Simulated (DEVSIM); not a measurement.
Structure: Pt/HfO2/SiO2/p-Si capacitor, at 300 K.

Layer 1 from the left is HfO2, thickness (nm) 15.0. Layer 2 from the left is SiO2, thickness (nm) 0.720. Layer 3 from the left is Si, thickness (nm) 430, Na (cm⁻³) 1.8e18.

Metal gate on the left, work function 5.6 eV. Fixed charge at the semiconductor interface 1.9e10 cm⁻² (in units of +e); no interface traps.

This is a model device: material constants are rounded textbook-type values typed into the input, and sizes, dopings and lifetimes were drawn at random. Values at 300 K.

HfO2: gap (eV) 5.7, affinity (eV) 2.5, permittivity 22. SiO2: gap (eV) 9, affinity (eV) 0.9, permittivity 3.9. Si: gap (eV) 1.124, affinity (eV) 4.05, permittivity 11.7, Nc (cm⁻³) 2.86e19, Nv (cm⁻³) 3.1e19.

DEVSIM, 1D Poisson equation in equilibrium, Boltzmann statistics, complete ionisation; no quantum confinement or tunnelling. Metal contacts follow the ideal Schottky-Mott rule: no Fermi-level pinning, no interface dipoles.

Task: What does the simulation give for the minimum of the low-frequency capacitance?

Result: minimum of the low-frequency capacitance 0.304 μF/cm².
